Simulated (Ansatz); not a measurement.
We consider InBi (F-43m, No. 216, 2 atoms in the cell; start mp-1001833), described by r²SCAN (plane waves, PAW; Ansatz, a program for electronic structure).

Settings: plane-wave cutoff 560 eV, 14×14×14 k mesh, Fermi–Dirac smearing 0.05 eV, scalar-relativistic PAW data made under PBE.

Cell (relaxed at this level):

```xyz
2
Lattice="0.0000 3.3794 3.3794 3.3794 0.0000 3.3794 3.3794 3.3794 0.0000" Properties=species:S:1:pos:R:3 pbc="T T T"
In     0.0000     0.0000     0.0000
Bi     1.6897     1.6897     1.6897
```

Estimate the bulk modulus that the calculation returns.


* **bulk modulus**: 36.1 GPa

The run finds no gap.

Note: the bulk modulus is −V dP/dV from two relaxed cells at ±2 % in volume; the relaxation could not lower the start's symmetry, so the cell can be a saddle point above a distorted one.

Spin–orbit coupling is not included; it can shift volumes and moduli of such heavy elements.

The computed numbers hold no vibrational or temperature effects.

It cost around 2.8 core-minutes (rough) of CPU time.

A start named mp-… is a Materials Project structure, which need not be a measured phase.
